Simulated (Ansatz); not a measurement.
Consider GaP in the zinc blende structure (space group F-43m, No. 216; a = 5.506 Å). Axes: x, y, z lie along the cube axes.

All numbers come from Ansatz (a quantum-chemistry and plane-wave program), PBE, PAW, cutoff 420 eV, without spin-orbit coupling.

Modification: the cell is scaled by 1.0100 in all directions, atoms relaxed at fixed cell.

Task: Predict the stress tensor and what it implies for the stiffness.

Result: Stress of the strained cell less that of the base (GPa, compression positive):
```
  -2.14    0.00    0.00
   0.00   -2.14    0.00
   0.00    0.00   -2.14
```

Then B = −ΔP/(ΔV/V₀) with ΔV/V₀ = 0.0303 gives secant stiffness values (nonlinear terms included at this strain): B ≈ 71 GPa.

As a check, the harmonic strain energy −½ V₀ Δσ:ε is 4.2 meV/atom; the computed energy rise is 4.3 meV/atom.

Stability against distortions was not tested. The real GaP has an indirect gap at ambient pressure; PBE orders its close-lying valleys differently.
